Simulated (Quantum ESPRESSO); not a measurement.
Refining one setting for TlS (R-3m, 4 atoms in the cell)

```
TlS
1.0
    2.04717     1.18193     7.47077
   -2.04717     1.18193     7.47077
    0.00000    -2.36386     7.47077
Tl S
2 2
Direct
  0.00000   0.00000   0.00000
  0.50000   0.50000   0.50000
  0.73510   0.73510   0.73510
  0.26490   0.26490   0.26490
```

Computed with LDA (PZ), GBRV 1.5 ultrasoft (LDA) pseudopotentials (plane waves; Quantum ESPRESSO).

The starting cell comes from a database of computed structures (which also holds hypothetical and non-ambient phases and stackings), without a prior relaxation at this level. Its lattice was rescaled by a random factor within 2.5 % of one. In the base run, with a pressure of about -7 GPa the cell is away from its equilibrium volume at this level. The run gives no clean gap (levels at the Fermi energy touch, overlap or are partly filled at this smearing), which alone does not show that the compound is a metal.

Held fixed: ecutwfc = 40 Ry; occupations = smearing; smearing = cold; degauss = 0.0036749 Ry; potentials = {Tl: tl_lda_v1.2.uspp.F.UPF, S: s_lda_v1.4.uspp.F.UPF}; K_POINTS = automatic 9 9 9 0 0 0; conv_thr = 1e-10 Ry; mixing_beta = 0.3.

ΔF is the free energy per atom less that of the last row (640 Ry).

```tsv
ecutrho	ΔF (meV/atom)	pressure (GPa)	largest force (eV/Å)	iterations
80 Ry	-5.0	-6.61	0.165	22
120 Ry	-0.07	-6.90	0.163	22
160 Ry	0.04	-6.90	0.163	16
200 Ry	-0.03	-6.90	0.163	20
240 Ry	-0.03	-6.90	0.163	16
320 Ry	0.00	-6.91	0.163	23
400 Ry	0.00	-6.90	0.163	19
480 Ry	0.00	-6.90	0.163	19
640 Ry	0.00	-6.90	0.163	19
```

Pressure within 0.05 GPa of the last row: from ecutrho = 120 Ry on; the one before it is off by 0.29 GPa. The value it settles on is -6.90 GPa at this level of theory and with the other settings as held.

Largest force within 0.01 eV/Å of the last row: from ecutrho = 80 Ry on, the coarsest one. The value it settles on is 0.163 eV/Å at this level of theory and with the other settings as held.
